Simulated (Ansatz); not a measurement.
C under load (space group I4_1/amd), HSE06, rigid bands run with Ansatz (a program for electronic structure). Condition of this run: biaxial stress in (001) of 22 GPa (compression positive) (the target of the relaxation). Band gap 5.08 eV, N_c = 3.48e19 cm⁻³ and N_v = 1.85e19 cm⁻³ at 300 K, conductivity masses along x (a = (0.00, 1.75, 1.79) Å; b = (1.75, 0.00, 1.79) Å; c = (1.75, 1.75, 0.00) Å) of 0.462 mₑ (electrons) and 0.465 mₑ (holes). Take k_BT = 0.02585 eV.

Task: A film of it is 5 nm thick, with its normal along the direction named. Estimate the confinement energies in an infinite well.

Result: ħ²π²/(2m t²) = 0.376 eV·nm²/(m/mₑ × t²) gives 32.6 meV for electrons and 32.3 meV for holes, so the gap would widen to about 5.14 eV. Finite barriers and nonparabolic bands lower this, and with several valleys or bands the heaviest mass along the normal sets the lowest level, not this average.

Task: What thermal injection velocity √(2k_BT/πm) limits a ballistic channel along the direction named?

Result: 7.92e6 cm/s for electrons and 7.89e6 cm/s for holes, a ratio of √(m_h/m_e) = 1.00, for dilute carriers.

Task: What built-in voltage has an abrupt junction with N_A = 1e17 and N_D = 1e17 cm⁻³, all dopants ionised?

Result: V_bi = E_g/e − (k_BT/e) ln(N_c N_v/(N_A N_D)) = 5.08 − 0.02585 × 11.07 = 4.79 V, for the computed gap.

Rigid bands with the computed gap; masses take one relaxation time for all states. Spin-orbit coupling is left out. Geometry: cell and atoms relaxed with PBEsol.
